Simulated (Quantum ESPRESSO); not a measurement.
A user runs Quantum ESPRESSO on TiNbB₂ (Amm2, 4 atoms in the cell) and asks whether the run is sound. The aim is a self-consistent single point with DFT, PBEsol, plane waves, SSSP 1.1.2 efficiency (PBE) pseudopotentials.

This input was run:

```fortran
&CONTROL
 calculation = 'scf',
 prefix = 'scf',
 outdir = './tmp/',
 pseudo_dir = './',
 verbosity = 'high',
 tprnfor = .true.,
 tstress = .true.,
/
&SYSTEM
 ibrav = 0,
 nat = 4,
 ntyp = 3,
 ecutwfc = 50,
 ecutrho = 400,
 occupations = 'smearing',
 smearing = 'cold',
 degauss = 0.0036749,
 input_dft = 'pbesol',
/
&ELECTRONS
 conv_thr = 1.0d-9,
/
ATOMIC_SPECIES
Ti    47.8670  ti_pbe_v1.4.uspp.F.UPF
Nb    92.9064  Nb.pbe-spn-kjpaw_psl.0.3.0.UPF
B     10.8100  b_pbe_v1.4.uspp.F.UPF
CELL_PARAMETERS {angstrom}
   3.1004600000     0.0000000000     0.0000000000
   0.0000000000     1.6483850000     4.3320950000
   0.0000000000    -1.6483850000     4.3320950000
ATOMIC_POSITIONS {crystal}
Ti    0.0000000000    0.0000000000    1.2520620000
Nb    1.5502300000    0.0000000000    7.3957530000
B     1.5502300000    0.0000000000    4.8381700000
B     0.0000000000    0.0000000000    3.8423080000
K_POINTS {automatic}
9 9 9  0 0 0
```

The program printed (abridged):

```
     file Nb.pbe-spn-kjpaw_psl.0.3.0.UPF: wavefunction(s)  4S 4P renormalized
     G-vector sticks info
     --------------------
     sticks:   dense  smooth     PW     G-vecs:    dense   smooth      PW
     Sum        1631     817    269                40415    14257    2647

   [... lines left out ...]
         4        B      tau(   4) = (   0.0000000  -2.0427946   5.3686367  )

   Crystallographic axes

     site n.     atom                  positions (cryst. coord.)
         1        Ti     tau(   1) = (  0.0000000  0.0000000  1.2520620  )
         2        Nb     tau(   2) = (  1.5502300 -0.0000000  7.3957530  )
         3        B      tau(   3) = (  1.5502300  0.0000000  4.8381700  )
         4        B      tau(   4) = (  0.0000000  0.0000000  3.8423080  )

     number of k points=   365  Marzari-Vanderbilt smearing, width (Ry)=  0.0037
                       cart. coord. in units 2pi/alat
        k(    1) = (   0.0000000   0.0000000   0.0000000), wk =   0.0027435
        k(    2) = (   0.0000000  -0.1044949   0.0397608), wk =   0.0054870
        k(    3) = (   0.0000000  -0.2089897   0.0795217), wk =   0.0054870
   [... 362 lines left out ...]

     Dense  grid:    40415 G-vectors     FFT dimensions: (  40,  60,  60)

     Smooth grid:    14257 G-vectors     FFT dimensions: (  27,  40,  40)

     Initial potential from superposition of free atoms

     starting charge      29.9973, renormalised to      31.0000

     negative rho (up, down):  1.056E-03 0.000E+00
     Self-consistent Calculation

     iteration #  1     ecut=    50.00 Ry     beta= 0.70

---- Real-time Memory Report at c_bands before calling an iterative solver
           267 MiB given to the printing process from OS
           239 MiB allocation reported by mallinfo(arena+hblkhd)
------------------

     total energy              =    -458.42754275 Ry
     estimated scf accuracy    <       3.39584072 Ry

     iteration #  2     ecut=    50.00 Ry     beta= 0.70

---- Real-time Memory Report at c_bands before calling an iterative solver
   [... lines left out ...]
           277 MiB allocation reported by mallinfo(arena+hblkhd)
------------------

     negative rho (up, down):  2.907E-04 0.000E+00

     total energy              =    -460.57227922 Ry
     estimated scf accuracy    <       0.00000007 Ry

     iteration # 13     ecut=    50.00 Ry     beta= 0.70

---- Real-time Memory Report at c_bands before calling an iterative solver
           409 MiB given to the printing process from OS
           277 MiB allocation reported by mallinfo(arena+hblkhd)
------------------

     negative rho (up, down):  2.908E-04 0.000E+00
     End of self-consistent calculation

     the Fermi energy is    15.0689 ev

!    total energy              =    -460.57227923 Ry
     estimated scf accuracy    <          4.2E-10 Ry
     smearing contrib. (-TS)   =      -0.00000483 Ry
     internal energy E=F+TS    =    -460.57227440 Ry

      -> PAW hartree energy AE =      86.71579894 Ry
      -> PAW hartree energy PS =     -86.31615566 Ry
      -> PAW xc energy AE      =    -233.66208067 Ry
      -> PAW xc energy PS      =      28.63952193 Ry
      -> total E_H with PAW    =      75.84714776 Ry
      -> total E_XC with PAW   =    -259.35857784 Ry

     convergence has been achieved in  13 iterations

     negative rho (up, down):  2.908E-04 0.000E+00

     Forces acting on atoms (cartesian axes, Ry/au):

   [... lines left out ...]
     Total force =     2.251798     Total SCF correction =     0.000038
   [... lines left out ...]

     negative rho (up, down):  2.908E-04 0.000E+00
          total   stress  (Ry/bohr**3)                   (kbar)     P=     1531.56
   0.02282914   0.00180136  -0.00466676         3358.28      264.99     -686.50
   0.00180136   0.00088083  -0.00309224          264.99      129.57     -454.88
  -0.00466676  -0.00309224   0.00752396         -686.50     -454.88     1106.81

   JOB DONE.
```

Q: Can these results be used? Check the input.

A: The run is not sound. The fault is fractional and Cartesian coordinates mixed up. Numbers meant as fractions of the cell vectors were read as lengths, or the reverse, so the atoms sit in the wrong places. To fix it, make label and numbers agree, by changing either. The run converged in 13 iterations without an error; against the sound input the free energy goes up by 5.34 eV/atom, the pressure goes from -6.32 to 153.2 GPa and the largest force goes from 0.149 to 40.60 eV/Å.

An input that runs soundly differs in these lines (not the only fix; some lines may just follow from the change or write a value another way):
```diff
-ATOMIC_POSITIONS {crystal}
-Ti    0.0000000000    0.0000000000    1.2520620000
-Nb    1.5502300000    0.0000000000    7.3957530000
-B     1.5502300000    0.0000000000    4.8381700000
-B     0.0000000000    0.0000000000    3.8423080000
+ATOMIC_POSITIONS {angstrom}
+Ti    0.0000000000    0.0000000000    1.2520620969
+Nb    1.5502300000    0.0000000000    7.3957525840
+B     1.5502300000    0.0000000000    4.8381703379
+B     0.0000000000    0.0000000000    3.8423083393
```

With that input, the run converged in 21 iterations: free energy E − TS -6287.7487 eV; Fermi level (on the code's own zero) 15.59 eV; pressure -6.32 GPa; largest force (vector length) 0.149 eV/Å (DFT, PBEsol, plane waves, SSSP 1.1.2 efficiency (PBE) pseudopotentials).

On the sound input: the starting cell comes from a database of computed structures (which also holds hypothetical and non-ambient phases and stackings), without a prior relaxation at this level. Spin polarisation is off. With a pressure of about -6 GPa the cell is away from its equilibrium volume at this level.
